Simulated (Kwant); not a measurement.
System: wire with an antidot in a GaN two-dimensional gas. Effective mass 0.22 mₑ, grid spacing 2 nm, hard walls, nominal width 60 nm (29 grid rows, so walls 60 nm apart), one parabolic valley, scattering region 180 nm long along x; energies count from the band bottom; Fermi energy 0.0166 eV. Hard-wall hole of radius 11 nm, 6 nm off the axis. Perpendicular field swept from 0 to 5.7 T, also in the leads; orbital effect alone.

The device is made up for the run: typed textbook-type constants, with dimensions and the other settings drawn at random.

Kwant, effective-mass tight-binding model on a square grid, one spin, coherent transport at 0 K. Conductance is in e²/h.

Sweep values stay those of the base run.

Base results: mean G (e²/h) over the sweep 2.96; G (e²/h) at B = 2.809 T 2.99; G (e²/h) at B = 4.213 T 2.92; G (e²/h) at B = 1.404 T 2.99.

Problem. What follows from this one change: effective mass 0.22 → 0.13 mₑ?

Solution. mean G over the sweep 2.96 → 1.92 e²/h; G at B = 2.809 T 2.99 → 2.03 e²/h; G at B = 4.213 T 2.92 → 1.94 e²/h; G at B = 1.404 T 2.99 → 2.08 e²/h.

Problem. What follows from this one change: Fermi energy 0.0166 → 0.025 eV?

Solution. mean G over the sweep 2.96 → 3.92 e²/h; G at B = 2.809 T 2.99 → 3.93 e²/h; G at B = 4.213 T 2.92 → 3.89 e²/h; G at B = 1.404 T 2.99 → 3.95 e²/h.
